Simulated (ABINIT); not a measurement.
# Variants of one calculation on Na2ScAgF6 (Fm-3m, 10 atoms in the cell)

```
Na2ScAgF6
1.0
    0.00000     4.42735     4.42735
    4.42735     0.00000     4.42735
    4.42735     4.42735     0.00000
Na Sc Ag F
2 1 1 6
Direct
  0.75000   0.75000   0.75000
  0.25000   0.25000   0.25000
  0.00000   0.00000   0.00000
  0.50000   0.50000   0.50000
  0.77084   0.22916   0.22916
  0.22916   0.77084   0.77084
  0.22916   0.77084   0.22916
  0.77084   0.22916   0.77084
  0.22916   0.22916   0.77084
  0.77084   0.77084   0.22916
```

Base run A: PBEsol, PAW (JTH v2.0 PBE PAW, files made for PBE) run with ABINIT 10.0.3, self-consistent single point.

Its settings: pseudos = [Na.GGA_PBE-JTH.xml, Sc.GGA_PBE-JTH.xml, Ag.GGA_PBE-JTH.xml, F.GGA_PBE-JTH.xml]; ecut = 30 Ha; pawecutdg = 60 Ha; pawxcdev = 0; ixc = -116133; occopt = 1; ngkpt = 3 3 3; nshiftk = 1; shiftk = 0 0 0; potentials = JTH v2.0 PBE PAW; nband = 44; kptopt = 1; nstep = 50; toldfe = 1e-09 Ha; diemac = 6.

The starting cell comes from a database of computed structures (which also holds hypothetical and non-ambient phases and stackings), without a prior relaxation at this level. Its lattice was rescaled by a random factor within 2.5 % of one. The potentials were made for another functional than the one used. In the base run, with a pressure of about -4 GPa the cell is away from its equilibrium volume at this level.

ΔF is the free energy per atom less that of run A. A dash stands where there is no value to compare (another energy zero or no entropy term, no result, no spin, no clean gap, or a mesh too coarse for one). Total energies depend on the potentials, the functional and any Hubbard or dispersion term, so they are compared only between runs that share all of them.

Runs:
- B: usepawu: default → 1; lpawu: default → -1 2 -1 -1; upawu: default → 0 3 0 0 eV; jpawu: default → 0 0 0 0 eV [PBEsol+U]
- C: toldfe: 1e-09 Ha → 3.7e-14 Ha
- D: ngkpt: 3 3 3 → 2 2 2
- E: pawecutdg: 60 Ha → 45 Ha
- F: lattice scaled by 1.015
- G: iscf: default → 13
- H: diemac: 6 → 1
- I: ecutsm: default → 0.5 Ha
- J: pawntheta: default → 16; pawnphi: default → 17

| run | ΔF (meV/atom) | pressure (GPa) | largest force (eV/Å) | gap on the mesh (eV) | k-points |
|---|---|---|---|---|---|
| A | 0.00 | -3.97 | 0.219 | 2.125 | 4 |
| B | – | -2.88 | 0.043 | 2.077 | 4 |
| C | 0.00 | -3.97 | 0.219 | 2.125 | 4 |
| D | 1.20 | -3.94 | 0.221 | 2.060 | 3 |
| E | 0.16 | -3.91 | 0.219 | 2.126 | 4 |
| F | 21.3 | -5.82 | 0.471 | 2.213 | 4 |
| G | 0.00 | -3.98 | 0.219 | 2.126 | 4 |
| H | 0.00 | -3.97 | 0.219 | 2.125 | 4 |
| I | 0.81 | -3.33 | 0.219 | 2.125 | 4 |
| J | 0.00 | -3.97 | 0.219 | 2.125 | 4 |

Run I against A: The free energy is nearly the same (within 1 meV/atom), the pressure goes from -3.97 to -3.33 GPa, the largest force stays at 0.219 eV/Å and the gap on the mesh stays at 2.125 eV.

Run B against A: The pressure goes from -3.97 to -2.88 GPa, the largest force goes from 0.219 to 0.043 eV/Å and the gap on the mesh goes from 2.125 to 2.077 eV.

Run F against A: The free energy rises by 21.3 meV/atom, the pressure goes from -3.97 to -5.82 GPa, the largest force goes from 0.219 to 0.471 eV/Å and the gap on the mesh goes from 2.125 to 2.213 eV.
